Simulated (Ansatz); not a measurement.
System: interstitial H in zinc-blende AlAs (charge state +1). Level of theory: PBE, PAW (plane waves to 420 eV; Ansatz, a first-principles code).

Settings: 64 host sites, the relaxed PBE lattice, one k-point at (0.250, 0.250, 0.250), smearing 0.01 eV, spin-restricted, no image-charge correction. Energies are static. The charge state is imposed; whether it is stable for some Fermi level was not computed. Sites that were not tried may lie lower.

Barriers: single points on a 2×2×2 k-point mesh shifted by half a step at the bands' geometries (they differ from the bands' own by up to 0.08 eV, and are uncertain by about as much).

Relaxed starting cell (atoms counted from 1):

```
CELL_PARAMETERS angstrom
     11.45723     0.00000     0.00000
      0.00000    11.45723     0.00000
      0.00000     0.00000    11.45723
ATOMIC_POSITIONS crystal
  Al 0.99866 0.99872 0.99542
  Al 0.99211 0.99218 0.50144
  Al 0.99942 0.49966 0.99696
  Al 0.99952 0.50167 0.49576
  Al 0.49961 0.99948 0.99696
  Al 0.50162 0.99957 0.49576
  Al 0.50004 0.50009 0.99770
  Al 0.50267 0.50273 0.49859
  As 0.10352 0.10357 0.35096
  As 0.12470 0.12474 0.87340
  As 0.12472 0.62589 0.37230
  As 0.12386 0.62509 0.87261
  As 0.62585 0.12476 0.37230
  As 0.62503 0.12392 0.87261
  As 0.62515 0.62520 0.37144
  As 0.62445 0.62450 0.87204
  Al 0.99181 0.25359 0.23929
  Al 0.99957 0.24833 0.74922
  Al 0.99869 0.74797 0.24631
  Al 0.99946 0.74943 0.74716
  Al 0.50156 0.24829 0.24721
  Al 0.50253 0.25102 0.75012
  Al 0.49959 0.74944 0.24702
  Al 0.50009 0.75018 0.74761
  As 0.12515 0.37513 0.12202
  As 0.12233 0.37891 0.62638
  As 0.12246 0.87142 0.11895
  As 0.12523 0.87448 0.62272
  As 0.62442 0.37452 0.12229
  As 0.62531 0.37501 0.62257
  As 0.62368 0.87386 0.12142
  As 0.62451 0.87472 0.62201
  Al 0.25354 0.99186 0.23928
  Al 0.24828 0.99962 0.74921
  Al 0.24824 0.50160 0.24722
  Al 0.25096 0.50260 0.75012
  Al 0.74790 0.99873 0.24629
  Al 0.74939 0.99952 0.74717
  Al 0.74941 0.49965 0.24703
  Al 0.75012 0.50014 0.74761
  As 0.37508 0.12520 0.12202
  As 0.37886 0.12238 0.62637
  As 0.37445 0.62446 0.12228
  As 0.37496 0.62537 0.62257
  As 0.87137 0.12251 0.11896
  As 0.87442 0.12529 0.62272
  As 0.87383 0.62375 0.12143
  As 0.87465 0.62455 0.62200
  Al 0.24995 0.25001 0.99733
  Al 0.27518 0.27523 0.52290
  Al 0.25024 0.74847 0.99606
  Al 0.24999 0.74981 0.49753
  Al 0.74842 0.25029 0.99607
  Al 0.74975 0.25006 0.49753
  Al 0.74927 0.74932 0.99683
  Al 0.74863 0.74869 0.49773
  As 0.37891 0.37896 0.37010
  As 0.37496 0.37502 0.87286
  As 0.37503 0.87453 0.37267
  As 0.37446 0.87467 0.87206
  As 0.87449 0.37507 0.37268
  As 0.87461 0.37451 0.87205
  As 0.87172 0.87179 0.37017
  As 0.87382 0.87386 0.87121
  H  0.18355 0.18350 0.42857
```
Cell charge +1.

End state 1 differs by these moves (Å; atoms that move under 0.08 Å are left out):

```tsv
atom	element	Δx	Δy	Δz
8	Al	0.04	0.04	0.06
9	As	0.19	0.19	0.21
17	Al	0.06	-0.03	0.09
21	Al	0.07	-0.02	-0.09
33	Al	-0.03	0.06	0.09
35	Al	-0.02	0.07	-0.09
50	Al	-0.60	-0.60	0.00
57	As	0.19	0.19	-0.20
65	H	1.46	1.46	-0.11
```

Problem. What forward and backward barriers to end state 1 does PBE, PAW give?

Solution. forward 0.47 eV, backward 0.47 eV; at the saddle point atom 65 has neighbours Al at 1.79; As at 1.95, As at 1.98 Å. The program found a first-order saddle point.
